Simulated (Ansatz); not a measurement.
The starting structures come from a database of crystals and need not be the phases stable at ambient conditions.

 Where the default PAW files enter, the runs use the earlier of Ansatz's two default sets.

Given:

```yaml
crystal:
  lattice:
    - [5.39138, 0.00000, 0.00000]
    - [0.00000, 7.62456, 0.00000]
    - [2.69569, 3.81228, 2.69569]
  atoms:
    - { symbol: Sr, position: [0.50000, 0.75000, 0.00000] }
    - { symbol: Sr, position: [0.50000, 0.25000, 0.00000] }
    - { symbol: H, position: [0.00000, 0.22615, 0.00000] }
    - { symbol: H, position: [0.00000, 0.77385, 0.00000] }
    - { symbol: H, position: [0.00000, 0.22615, 0.54770] }
    - { symbol: H, position: [0.00000, 0.77385, 0.45230] }
    - { symbol: H, position: [0.45230, 0.22615, 0.54770] }
    - { symbol: H, position: [0.54770, 0.77385, 0.45230] }
    - { symbol: Os, position: [0.00000, 0.00000, 0.00000] }
```

Space group of this cell: Fm-3m. The cell is taken as given.

Transport runs along the normal of the first two printed cell vectors, the (110) plane of the conventional cell.

No gap correction and no spin-orbit coupling; mid-gap values are interpolated between computed energies.

**Question.** Predict the band gap and the smallest decay constant κ at mid-gap from r2SCAN (Ansatz, a quantum-chemistry and plane-wave program).

**Answer.** Gap 2.78 eV on a 12×12×12 mesh; κ = 0.395 1/Å, at the zone centre.
